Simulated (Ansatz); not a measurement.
## How the equilibrium lattice constant a of Y3Si5 (model structure, started from the Yb3Si5 type, P-62m, No. 189, 8 atoms in the cell) moves with the method

No measured value is used here.

### Question
Put these levels in order of the equilibrium lattice constant a that they give for Y3Si5 (model structure, started from the Yb3Si5 type, P-62m, No. 189, 8 atoms in the cell), smallest first: LDA (Ansatz, an electronic-structure program), PBE (Ansatz), PBEsol (Ansatz), r²SCAN (Ansatz).

### Answer
LDA (6.465 Å), PBEsol (6.507 Å), PBE (6.595 Å), r²SCAN (6.641 Å)

The crystal itself was run without spin with r²SCAN, PBEsol, LDA, PBE; a magnetic state was not tried in these runs. Cutoffs differ between the levels. Ansatz's density-functional and Hartree–Fock values are scalar-relativistic unless marked +SOC, with PAW data made under PBE.

A model structure was made by putting elements into a prototype or built by hand; it is no filed structure, need not be a known phase, and can be a saddle point held by its symmetry.
